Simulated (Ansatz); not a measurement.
# Point defect Li_C+N_C+N_C+N_C+N_C in diamond

These are PBE, PAW (plane waves to 420 eV; Ansatz, an electronic-structure program) values and carry that method's errors. Cell: 64 sites, 2×2×2 repeats of a cell of 8 atoms; final energies on a 2×2×2 shifted mesh. Sites at the start: the C site; C 1.55 Å away; C 1.55 Å away; C 1.55 Å away; C 1.55 Å away. Charged cells carry a point-charge image correction with potential alignment at far atoms. Dielectric constants: PBE linear response of the host. Host gap at this level: 4.13 eV. A cell of this size leaves errors of a few tenths of an eV. PBE underestimates the host's gap, which shifts levels and can delocalise carriers. Spin–orbit coupling is left out. Each state is the lowest found from its start.

The name describes the start; the neighbours show where the atoms ended.

Charges with a result: +1, 0. Others weren't obtained, and one of them could lie lower, also by skipping a charge.

```tsv
charge	moment (μB)	point group	largest move off a lattice site (Å)	neighbours of the last N atom of the defect at the end (Å)	image correction with alignment (eV)
+1	not spin-polarised	Td	0.17	C 1.49, C 1.49, C 1.49, Li 1.71	0.25
0*	1.0	Td	0.17	C 1.49, C 1.49, C 1.49, Li 1.71	–
```

* At this level the carrier isn't localised at the defect: at charge 0 electrons occupy the conduction band. Such a state is shallow or no state of the defect, and this cell gives it no level.

Point groups are those of the whole cell at tolerances of 0.03 and 0.1 Å ("near" where only the looser one holds); none is given for unsettled states.

Flagged in the runs: a doubtful potential alignment.

All states together cost about 8 core-minutes (a rough figure).
